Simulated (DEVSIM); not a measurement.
System: Schottky contact on n-type Si, at 300 K.

```tsv
layer (left to right)	material	thickness (μm)	Nd (cm⁻³)	τn (s)	τp (s)
1	Si	6.20	2.8e16	3.7e-7	3.7e-7
```

Left contact: Schottky, work function 4.72 eV, emission velocity 2.8e6 cm/s. Right contact: ohmic. Voltage is applied to the left contact. Recombination: SRH at mid-gap, radiative, Auger. Gap narrowing is on: ΔEg = 6.92 meV × (l + √(l² + 0.5)), l = ln(N/1.3e17 cm⁻³), shared equally by both band edges. Mobility is μmin + (μ − μmin)/(1 + (N/Nref)^α).

Constants are typed, rounded textbook-type inputs, not results; the design itself was drawn at random and stands for no fabricated device. Values at 300 K.

```csv
parameter,Si
gap (eV),1.124
affinity (eV),4.05
permittivity,11.7
Nc (cm⁻³),2.86e19
Nv (cm⁻³),3.1e19
μn (cm²/Vs),1417
μp (cm²/Vs),470
"μn,min",52
"μp,min",45
"Nref,n",9.7e16
"Nref,p",2.2e17
αn,0.68
αp,0.72
B (cm³/s),4.7e-15
Cn (cm⁶/s),2.8e-31
Cp (cm⁶/s),9.9e-32
```

DEVSIM, 1D drift-diffusion, Boltzmann statistics, complete ionisation; no tunnelling, impact ionisation, image-force lowering or self-heating. Metal contacts follow the ideal Schottky-Mott rule: no Fermi-level pinning, no interface dipoles.

Q: Tabulate band edges, carrier densities and field at -2.0 V on the left contact.

A: Energies count from the Fermi level of the right contact; mesh points crowd at the junctions.

```
x (μm)   Ec (eV)  Ev (eV)  n (cm⁻³)  p (cm⁻³)  field (V/cm)
-------  -------  -------  --------  --------  ------------
0.000      2.670    1.546   3000000    7.5e11       -150000
0.01358    2.475    1.352   3200000     4.0e8       -140000
0.03244    2.218    1.095   3400000     25000       -130000
0.06423    1.820    0.697   3800000      4800       -120000
0.1317     1.121   -0.002   5100000      3600        -89000
0.2095     0.559   -0.564    1.2e10       640        -55000
0.3407     0.193   -0.930    1.7e16     < 1e2         -5300
0.6191     0.179   -0.944    2.8e16       210           ≈ 0
0.9403     0.179   -0.944    2.8e16       460           ≈ 0
1.482      0.179   -0.944    2.8e16       860           ≈ 0
2.233      0.179   -0.944    2.8e16      1400           ≈ 0
3.673      0.179   -0.944    2.8e16      2500           ≈ 0
4.590      0.179   -0.944    2.8e16      3200           ≈ 0
5.134      0.179   -0.944    2.8e16      3600           ≈ 0
5.606      0.179   -0.944    2.8e16      3900           ≈ 0
5.828      0.179   -0.944    2.8e16      4100           ≈ 0
5.960      0.179   -0.944    2.8e16      4200           ≈ 0
6.055      0.179   -0.944    2.8e16      4200           ≈ 0
6.128      0.179   -0.944    2.8e16      4300           ≈ 0
6.160      0.179   -0.944    2.8e16      4300           ≈ 0
6.183      0.179   -0.944    2.8e16      4300           ≈ 0
6.200      0.179   -0.944    2.8e16      4300           ≈ 0
```
